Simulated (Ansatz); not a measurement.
LaB6 (Pm-3m): band-structure transport figures

Input:

```yaml
crystal:
  lattice:
    - [4.12964, 0.00000, 0.00000]
    - [0.00000, 4.12964, 0.00000]
    - [0.00000, 0.00000, 4.12964]
  atoms:
    - { symbol: La, position: [0.00000, 0.00000, 0.00000] }
    - { symbol: B, position: [0.80034, 0.50000, 0.50000] }
    - { symbol: B, position: [0.19966, 0.50000, 0.50000] }
    - { symbol: B, position: [0.50000, 0.80034, 0.50000] }
    - { symbol: B, position: [0.50000, 0.19966, 0.50000] }
    - { symbol: B, position: [0.50000, 0.50000, 0.80034] }
    - { symbol: B, position: [0.50000, 0.50000, 0.19966] }
```

Calculation: PBEsol, rigid bands (plane waves, PAW, scalar-relativistic; Ansatz, a program for electronic structure). Geometry: cell and atoms relaxed with PBEsol.

The density of states at the Fermi level comes out as 0.843 states/(eV·cell), both spins and the bare Sommerfeld coefficient is 0.28 mJ/(mol of atoms·K²). The drude plasma energy is 5.5 eV and the root-mean-square Fermi velocity is 9.8e5 m/s. The resistivity times τ is 16.3 ×10⁻²² Ω·m·s.

A metal at this level (no band gap); rigid bands, thermally averaged at 300 K, both spins. Spin-orbit coupling is left out. τ is one relaxation time for all states.
